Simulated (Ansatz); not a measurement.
The reference is PtTe2 (space group P-3m1, No. 164; a = 4.053 Å, c = 5.097 Å; layered; relaxed with 0.1 eV smearing). Axes: x lies along a and z along c of the hexagonal cell.

All numbers come from plane-wave PAW DFT at the PBE-D3(BJ) level (Ansatz, an electronic-structure program, 420 eV), spin-orbit coupling left out.

Strains are applied to the cell and any free atomic positions relax; under biaxial strain the out-of-plane vector relaxes too.

One change was made to it. Results:

```tsv
quantity	base	after
shortest interatomic distance	2.707 Å	2.688 Å
pressure (mean of the normal stresses, compression positive)	0.0 GPa	2.4 GPa
```

### Question
Which of these changes matches the shifts?
A) biaxial strain −1.33 %, plane normal [001], relaxed out of plane
B) biaxial strain −2.17 %, plane normal [001], relaxed out of plane
C) isotropic strain +2.31 %

### Answer
B, biaxial strain −2.17 %, plane normal [001], relaxed out of plane. For comparison, the pressure in the other runs: isotropic strain +2.31 % gives -4.4 GPa; biaxial strain −1.33 %, plane normal [001], relaxed out of plane gives 1.5 GPa.

Whether these cells are dynamically stable was not tested. All final runs are without spin polarisation.
